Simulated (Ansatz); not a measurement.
Consider GaSb in the zinc blende structure (space group F-43m, No. 216; a = 6.2135 Å).

(Cell as relaxed with PBE.)

Levels (all Ansatz, a first-principles code, PAW): PBE (420 eV, no spin-orbit coupling); r2SCAN (500 eV, spin-orbit coupling left out).

Each level relaxes its own structure.

```csv
base,PBE,r2SCAN
volume per atom,29.99 Å³,28.83 Å³
lattice parameter a,621.4 pm,613.2 pm
band gap,zero,0.41 eV
```

One thing is altered: a fraction x = 0.5 of the Sb sites is given to P, ordered in a cell of 4 atoms (starting symmetry R3m) and fully relaxed.

| quantity | PBE | r2SCAN |
|---|---|---|
| mixing energy (to 0.01 eV only: unlike meshes or grids) | +0.08 eV/atom | (withheld) |
| volume per atom | 25.29 Å³ | (withheld) |

Task: What does r2SCAN give?

Result: 
- mixing energy (to 0.01 eV only: unlike meshes or grids), r2SCAN: +0.09 eV/atom
- volume per atom, r2SCAN: 24.42 Å³

PBE's volume per atom lies 0.875 Å³ above r2SCAN's (3.6 %). Neither level is exact; r2SCAN is the comparison here, not a measurement.

These are small ordered cells, not random alloys; other orderings at the same x differ. With Sb present, leaving out spin-orbit coupling can change the band edges. No phonon test of stability was made. The final runs are not spin-polarised. A zero or small gap of Ga2SbP and GaSb can be the functional's error rather than a property of the material.
